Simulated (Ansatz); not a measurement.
Consider Si (space group Ia-3, No. 206; a = 6.6016 Å). Axes: x, y, z lie along the cube axes.

Method: PBEsol in Ansatz (plane waves to 420 eV, PAW, scalar-relativistic without spin-orbit coupling).

Before the change:

| Property | Value |
|---|---|
| Volume per atom | 17.98 Å³ |
| Pressure | 0.0 GPa |

The change: biaxial strain +2.39 %, plane normal [001], relaxed out of plane (Cartesian); in-plane vectors clamped, the third vector and the atoms free.

Problem. How does this affect the energy relative to the base, volume per atom and pressure?

Solution. The energy increases by 12 meV/atom; the volume per atom increases by 0.624 Å³ to 18.61 Å³; the pressure (mean of the normal stresses, compression positive) goes from zero to -2.9 GPa.

Whether these cells are dynamically stable was not tested. This is not the structure that Si has at room temperature and ambient pressure.

Ansatz is a first-principles code.
